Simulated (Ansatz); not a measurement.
These are PBE (plane waves to 420 eV, PAW; Ansatz, a program for electronic structure) values and carry that method's errors.

Plane-averaged electrostatic potential energy along the normal, in eV from the Fermi level, for a constructed model of the (100) surface of fcc Ni, ferromagnetic, a layer of Si in place of the second plane (bottom of the slab: a bare face, its two planes held):

(z (Å), V (eV)): (3.89, 4.89); (4.17, 4.89); (4.44, 4.88); (4.72, 4.88); (5.00, 4.88); (5.28, 4.86); (5.56, 4.84); (5.83, 4.79); (6.11, 4.69); (6.39, 4.48); (6.67, 4.05); (6.94, 3.20); (7.22, 1.42); (7.50, -3.53); (7.78, -11.34); (8.06, -16.72); (8.33, -16.38); (8.61, -10.72); (8.89, -4.00); (9.17, -3.11); (9.44, -9.29); (9.72, -15.68); (10.00, -17.31); (10.28, -13.25); (10.56, -6.19); (10.83, -2.60); (11.11, -7.12); (11.39, -14.06); (11.67, -17.35); (11.94, -14.82); (12.22, -7.97); (12.50, -2.15); (12.78, -2.94); (13.06, -9.62); (13.33, -16.14); (13.61, -17.88); (13.89, -14.29); (14.17, -8.63); (14.44, -7.82); (14.72, -13.52); (15.00, -18.16); (15.28, -18.06); (15.56, -13.39); (15.83, -8.44); (16.11, -10.56); (16.39, -15.81); (16.67, -17.83); (16.94, -14.28); (17.22, -6.73); (17.50, -0.14); (17.78, 2.47); (18.06, 3.60); (18.33, 4.15); (18.61, 4.43); (18.89, 4.56); (19.17, 4.63); (19.44, 4.66); (19.72, 4.68); (20.00, 4.69); (20.28, 4.69); (20.56, 4.69); (20.83, 4.69); (21.11, 4.69)

Model: 6-atom slab, 8.6 Å thick at the start (thin: gaps and levels are the slab's own), 15x15x1 mesh, Fermi-Dirac 0.1 eV, dipole correction, 2 atoms held, the rest relaxed; symmetry of the start imposed; spin-polarised, ending with about 1.9 μB a cell; orders that need a larger cell were not tried, no spin-orbit, no U. It is one candidate, not shown to be the stable structure of the face.

The vacuum level lies 4.70 eV above the Fermi level over the top face and 4.89 eV above it under the bottom face.
